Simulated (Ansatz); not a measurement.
For Rh2O3 (R-3c, No. 167, 10 atoms in the cell; start mp-542734), PBEsol in Ansatz (PAW) gives:

| Property | Value |
|---|---|
| equilibrium lattice constant a | 5.109 Å |
| lattice parameter c | 13.823 Å |

Question: What does r²SCAN-D4 (PAW; Ansatz, a quantum-chemistry and plane-wave program) give for the same quantities?

Answer: 
- lattice constant a: 5.128 Å (grows by 0.4 %)
- lattice parameter c: 13.831 Å (increases by 0.1 %)

Changes are worked out from the printed values.

Unless a cell is named, each level is at its own relaxed cell (PBEsol 10.41, r²SCAN-D4 10.50 Å³/atom).

The crystal itself was run without spin with PBEsol, r²SCAN-D4; a magnetic state was not tried in these runs.

Caveats: the relaxation could not lower the start's symmetry, so the cell can be a saddle point above a distorted one (PBEsol, r²SCAN-D4). Ansatz's density-functional and Hartree–Fock values are scalar-relativistic unless marked +SOC, with PAW data made under PBE.

A start named mp-… is a Materials Project structure, which need not be a measured phase.
